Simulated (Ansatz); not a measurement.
OH on the 1x1 (111) surface of fcc Cu, one in a 2x2 cell, started at the site 'bridge Cu-Cu (span 2.6 Å)'

Calculation: r2SCAN, at the PBE geometry and the start's symmetry (plane waves to 500 eV, PAW; Ansatz, a program for electronic structure).

Model: 18-atom slab, 6.2 Å thick at the start under the adsorbate (thin: gaps and levels are the slab's own), 6x6x1 mesh, Fermi-Dirac 0.1 eV, dipole correction, single point; no symmetry held, on the structure that PBE left; spin-polarised, no spin-orbit, no U, no dispersion correction. The starting moment vanished. The program's check for a lower electronic state was not made. At the end it is bonded to 2 Cu. In PBE this state lies 0.08 eV over the lowest of the starts that converged ('hollow Cu-Cu-Cu over Cu at depth 4.1 Å').

```yaml
adsorption energy against H2O(g) − ½ H2(g) at the same level: 0.098 eV
work_function_of_the_top_face: 4.45 eV
change_of_the_work_function: -0.35 eV
change_of_the_step_from_the_bottom_to_the_top_vacuum_level_against_the_clean_slab: -0.37 eV
height of the binding atom over the mean of the host atoms within 0.3 Å of the top one: 1.599 Å
magnetic_moment_of_the_cell: 0.00 μB
nearest_host_atoms_of_the_binding_atom: Cu at 2.00 Å, Cu at 2.00 Å, Cu at 2.78 Å
cost: about 16 core-minutes (a rough figure)
```

A negative adsorption energy means that the adsorbate is more stable on the surface than in its reference.
